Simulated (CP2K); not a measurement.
Worked example: self-consistent single point of ScAl3 (Pm-3m, 4 atoms in the cell) in CP2K

Computed with CP2K with PBE, GPW, DZVP-MOLOPT-PBE-GTH basis, GTH-PBE potentials (POTENTIAL_UZH).

Input as run:

```
&GLOBAL
  PROJECT scf
  RUN_TYPE ENERGY_FORCE
  PRINT_LEVEL LOW
&END GLOBAL
&FORCE_EVAL
  METHOD Quickstep
  STRESS_TENSOR ANALYTICAL
  &DFT
    BASIS_SET_FILE_NAME BASIS_MOLOPT_UZH
    POTENTIAL_FILE_NAME POTENTIAL_UZH
    &QS
      METHOD GPW
      EPS_DEFAULT 1E-10
    &END QS
    &MGRID
      CUTOFF 600
      REL_CUTOFF 50
      NGRIDS 5
    &END MGRID
    &SCF
      SCF_GUESS ATOMIC
      EPS_SCF 1E-7
      MAX_SCF 100
      ADDED_MOS 5
      &DIAGONALIZATION
        ALGORITHM STANDARD
      &END DIAGONALIZATION
      &MIXING
        METHOD BROYDEN_MIXING
        ALPHA 0.2
        NBUFFER 12
        BETA 1
      &END MIXING
      &SMEAR ON
        METHOD FERMI_DIRAC
        ELECTRONIC_TEMPERATURE [K] 1160.45
      &END SMEAR
    &END SCF
    &KPOINTS
      SCHEME MONKHORST-PACK 7 7 7
    &END KPOINTS
    &XC
      &XC_FUNCTIONAL PBE
      &END XC_FUNCTIONAL
    &END XC
    &PRINT
      &MO
        EIGENVALUES T
        OCCUPATION_NUMBERS T
        NDIGITS 8
        FILENAME mo
        &EACH
          QS_SCF 0
        &END EACH
        ADD_LAST NUMERIC
      &END MO
      &MULLIKEN OFF
      &END MULLIKEN
    &END PRINT
  &END DFT
  &SUBSYS
    &CELL
      A 3.99787800 0.00000000 0.00000000
      B 0.00000000 3.99787800 0.00000000
      C 0.00000000 0.00000000 3.99787800
      PERIODIC XYZ
    &END CELL
    &COORD
      SCALED
      Sc       0.00000000     0.00000000     0.00000000
      Al       0.50000000     0.00000000     0.50000000
      Al       0.00000000     0.50000000     0.50000000
      Al       0.50000000     0.50000000     0.00000000
    &END COORD
    &KIND Sc
      BASIS_SET DZVP-MOLOPT-PBE-GTH-q11
      POTENTIAL GTH-PBE-q11
    &END KIND
    &KIND Al
      BASIS_SET DZVP-MOLOPT-PBE-GTH-q3
      POTENTIAL GTH-PBE-q3
    &END KIND
  &END SUBSYS
  &PRINT
    &FORCES ON
    &END FORCES
    &STRESS_TENSOR ON
    &END STRESS_TENSOR
  &END PRINT
&END FORCE_EVAL
```

Output (repeated stretches shortened):

```
 GLOBAL| Method name                                                        CP2K
 GLOBAL| Project name                                                        scf
 GLOBAL| Run type                                                   ENERGY_FORCE

 TOTAL NUMBERS AND MAXIMUM NUMBERS

  Total number of            - Atomic kinds:                                   2
                             - Atoms:                                          4
                             - Shell sets:                                     4
                             - Shells:                                        23
                             - Primitive Cartesian functions:                 18
                             - Cartesian basis functions:                     73
                             - Spherical basis functions:                     65

  Maximum angular momentum of- Orbital basis functions:                        3
                             - Local part of the GTH pseudopotential:          2
                             - Non-local part of the GTH pseudopotential:      3

 SCF PARAMETERS         Density guess:                                    ATOMIC
                        max_scf:                                             100
                        max_diis:                                              4
                        eps_scf:                                        1.00E-07
                        eps_diis:                                       1.00E-01
                        eps_eigval:                                     1.00E-05
                        level_shift [a.u.]:                             0.000000
                        added MOs                                         5    0
                        Mixing method:                            BROYDEN_MIXING
                                                charge density mixing in g-space
                        Smear method:                                FERMI_DIRAC
                        Electronic temperature [K]:                       1160.5
                        Electronic temperature [a.u.]:                  3.67E-03
                        Accuracy threshold:                             1.00E-10
                        No outer SCF

 Extrapolation method: initial_guess

 Number of electrons:                                                         20
 Number of occupied orbitals:                                                 10
 Number of molecular orbitals:                                                15

 Number of orbital functions:                                                 65
 Number of independent orbital functions:                                     65

 SCF WAVEFUNCTION OPTIMIZATION

  Step     Update method      Time    Convergence         Total energy    Change
     1 NoMix/Diag. 0.20E+00      -     1.55933293       -53.7935441458 -5.38E+01
     2 Broy./Diag. 0.20E+00      -     0.02363603       -52.9876784656  8.06E-01
     3 Broy./Diag. 0.20E+00      -     0.05278993       -53.0378905701 -5.02E-02
     4 Broy./Diag. 0.20E+00      -     0.04808470       -53.0516084854 -1.37E-02
     5 Broy./Diag. 0.20E+00      -     0.00789133       -52.9732448963  7.84E-02
     6 Broy./Diag. 0.20E+00      -     0.00442440       -52.9088321723  6.44E-02
     7 Broy./Diag. 0.20E+00      -     0.00300880       -52.9022117208  6.62E-03
   [... 3 lines left out ...]
    11 Broy./Diag. 0.20E+00      -     0.00001196       -52.9178243956  1.25E-04
    12 Broy./Diag. 0.20E+00      -     0.00000111       -52.9178219207  2.47E-06
    13 Broy./Diag. 0.20E+00      -     0.00000062       -52.9178330028 -1.11E-05
    14 Broy./Diag. 0.20E+00      -     0.00000011       -52.9178318172  1.19E-06
    15 Broy./Diag. 0.20E+00      -     0.00000002       -52.9178306355  1.18E-06

  *** SCF run converged in    15 steps ***

  Electronic density on regular grids:        -20.0000000000        0.0000000000
  Core density on regular grids:               19.9999999971       -0.0000000029
  Total charge density on r-space grids:       -0.0000000029
  Total charge density g-space grids:          -0.0000000029

  Overlap energy of the core charge distribution:               0.00000000000000
  Self energy of the core charge distribution:               -105.65658162899696
  Core Hamiltonian energy:                                     25.76154044869270
  Hartree energy:                                              35.70491217050490
  Exchange-correlation energy:                                 -8.72626978529672
  Electronic entropic energy:                                  -0.00143184042834
  Fermi energy:                                                 0.31581581164981

  Total energy:                                               -52.91783063552374
  Total energy (extrapolated to T->0):                        -52.91711471530957

 ENERGY| Total FORCE_EVAL ( QS ) energy [hartree]            -52.917830509867137

 FORCES| Atomic forces [hartree/bohr]
 FORCES|   Atom     x               y               z               |f|
 FORCES|      1  3.28843377E-11  3.28905630E-11  3.28870743E-11   5.69625181E-11
 FORCES|      2 -5.58261610E-13  1.21108556E-12 -4.62943864E-13   1.41163072E-12
 FORCES|      3  1.20853340E-12 -4.67024186E-13 -5.56906644E-13   1.41025160E-12
 FORCES|      4 -4.61817198E-13 -5.59905689E-13  1.21037645E-12   1.41130459E-12
 FORCES| Sum     3.30727923E-11  3.30747187E-11  3.30776003E-11
 FORCES| Total atomic force                                       5.72876448E-11

 STRESS| Analytical stress tensor [bar]
 STRESS|                        x                   y                   z
 STRESS|      x        8.03232081603E+04   1.39451710416E-05   1.39478086675E-05
 STRESS|      y        1.39451710416E-05   8.03214865632E+04   1.39453756970E-05
 STRESS|      z        1.39478086675E-05   1.39453756970E-05   8.03222801016E+04
 STRESS| 1/3 Trace                                             8.03223249417E+04
```

The run converged in 15 iterations.

The starting cell comes from a database of computed structures (which also holds hypothetical and non-ambient phases and stackings), without a prior relaxation at this level. Its lattice was rescaled by a random factor within 2.5 % of one. Values carry the incompleteness of an atom-centred basis. With a pressure of about 8 GPa the cell is away from its equilibrium volume at this level.

Cost on one core of a shared machine: roughly 50 s.
